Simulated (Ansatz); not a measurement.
CaBr2 in the rutile structure (space group P4_2/mnm, No. 136; a model cell, its experimental status unchecked)

Space group P4₂/mnm (No. 136); a = b = 6.737 Å, c = 4.322 Å, α = β = γ = 90.00°

```csv
atom,site,symmetry,x,y,z
Ca,2a,m.mm,0.0000,0.0000,0.0000
Br,4f,m.2m,0.3024,0.3024,0.0000
```

Calculations: Ansatz (a program for electronic structure), PBEsol, PAW, cutoff 420 eV, no spin-orbit coupling. Γ-centred 5×5×8 mesh, Fermi–Dirac width 0.05 eV.

```json
{
  "volume_per_atom": "32.70 Å³",
  "density": "3.38 g/cm³",
  "band_gap": "4.35 eV, direct at Γ",
  "electron_mass": "0.51 mₑ along c, 1.0 mₑ across",
  "hole_mass": "2.0 mₑ along c, 1.5 mₑ across",
  "total_energy": "-2424.255 eV/atom (σ→0; compares only within this code and set-up)"
}
```

Masses are band curvatures over ±0.01 Å⁻¹ around the edge. Stability against distortions was not tested.
